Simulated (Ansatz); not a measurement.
Consider the following.

```yaml
crystal:
  lattice:
    - [0.00000, 3.03457, 3.03457]
    - [3.03457, 0.00000, 3.03457]
    - [3.03457, 3.03457, 0.00000]
  atoms:
    - { symbol: Sb, position: [0.75000, 0.75000, 0.75000] }
    - { symbol: Ga, position: [0.00000, 0.00000, 0.00000] }
```

No spin polarisation.

Computed with r2SCAN (Ansatz, an electronic-structure program), without spin-orbit coupling. k-mesh 13×13×13 (Γ-centred); smearing 0.05 eV (Fermi–Dirac).

Q: Predict the band gap.

A: 0.65 eV.

Q: Estimate the electron mass.

A: 0.035 mₑ (at Γ).

Q: What is the computed hole mass (degenerate bands, along [100])?

A: 0.034, 0.25, 0.25 mₑ (at Γ).

Q: Estimate the gap character.

A: Direct at Γ.

With Sb present, leaving out spin-orbit coupling can change the band edges. Load acts through the strain it causes; cell and atoms are relaxed under it. Masses are band curvatures over ±0.01 Å⁻¹ around the edge. Whether these cells are dynamically stable was not tested. The cell was made from GaSb in the zinc blende structure (space group F-43m, No. 216) by this change: pressure 1.8 GPa.
